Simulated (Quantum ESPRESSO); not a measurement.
**How a calculation on Al₂O₃ (R-3c, 10 atoms in the cell) responds to its settings**

```xyz
10
Lattice="2.4371 -1.4071 4.4350 0.0000 2.8141 4.4350 -2.4371 -1.4071 4.4350" Properties=species:S:1:pos:R:3 pbc="T T T"
Al     0.0000     0.0000     1.9678
Al     0.0000     0.0000    11.3373
Al     0.0000     0.0000     4.6847
Al     0.0000     0.0000     8.6204
O      1.6910    -0.1148     7.7613
O     -1.6910     0.1148     5.5438
O     -0.7461     1.5219     7.7613
O      0.7461    -1.5219     5.5438
O     -0.9449    -1.4071     7.7613
O      0.9449     1.4071     5.5438
```

Base run A: revPBE, GBRV 1.5 ultrasoft (PBE) pseudopotentials run with Quantum ESPRESSO, self-consistent single point.

Its settings: ecutwfc = 40 Ry; ecutrho = 200 Ry; occupations = smearing; smearing = gauss; degauss = 0.0036749 Ry; input_dft = revpbe; potentials = {Al: al_pbe_v1.uspp.F.UPF, O: o_pbe_v1.2.uspp.F.UPF}; K_POINTS = automatic 8 8 8 0 0 0; conv_thr = 1e-09 Ry; mixing_beta = 0.4.

The starting cell comes from a database of computed structures (which also holds hypothetical and non-ambient phases and stackings), without a prior relaxation at this level. Its lattice was rescaled by a random factor within 2.5 % of one. In the base run, with a pressure of about -5 GPa the cell is away from its equilibrium volume at this level.

ΔF is the free energy per atom less that of run A. 

Run A gave: pressure (GPa) -5.21; largest force (eV/Å) 0.031; gap on the mesh (eV) 5.460; k-points 65.

Runs:
- B: K_POINTS = automatic 5 5 5 1 1 1
- C: K_POINTS = automatic 6 6 6 1 1 1
- D: K_POINTS = automatic 7 7 7 1 1 1
- E: K_POINTS = automatic 8 8 8 1 1 1
- F: K_POINTS = automatic 8 8 8 0 0 1

Problem. What does run C change against A?

Solution. The free energy is nearly the same (within 1 meV/atom), the pressure stays at -5.21 GPa, the largest force stays at 0.031 eV/Å and the gap on the mesh goes from 5.460 to 5.620 eV.

Problem. What does run F change against A?

Solution. The free energy hardly moves (within 1 meV/atom), the pressure stays at -5.21 GPa, the largest force stays at 0.031 eV/Å and the gap on the mesh goes from 5.460 to 5.563 eV.

| run | ΔF (meV/atom) | pressure (GPa) | largest force (eV/Å) | gap on the mesh (eV) | k-points |
|---|---|---|---|---|---|
| A | 0.00 | -5.21 | 0.031 | 5.460 | 65 |
| B | 0.00 | -5.21 | 0.031 | 5.686 | 19 |
| C | 0.00 | -5.21 | 0.031 | 5.620 | 28 |
| D | 0.00 | -5.21 | 0.031 | 5.579 | 44 |
| E | 0.00 | -5.21 | 0.031 | 5.550 | 60 |
| F | 0.00 | -5.21 | 0.031 | 5.563 | 144 |
